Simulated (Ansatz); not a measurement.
How the band gap of BaWO₄ (I4₁/a, No. 88; structure not from a measured cell) moves with the method

No measured value is used here.

```json
[
 {"level (code)": "LDA (Ansatz)", "value (eV)": "4.65"},
 {"level (code)": "PBEsol (Ansatz)", "value (eV)": "4.70"},
 {"level (code)": "r²SCAN (Ansatz)", "value (eV)": "5.19"},
 {"level (code)": "r²SCAN+SOC (Ansatz)", "value (eV)": "___"}
]
```

Q: Complete the blanks.

A: 
- r²SCAN+SOC (Ansatz, a first-principles code), value (eV): 5.14 (indirect)

Computed values are for a static lattice. Spin–orbit coupling is included only where a level's name says +SOC; with heavier elements it mostly lowers gaps and can invert bands.  Values are at the PBEsol cell. Cutoffs differ between the levels. Ansatz's density-functional and Hartree–Fock values are scalar-relativistic unless marked +SOC, with PAW data made under PBE.
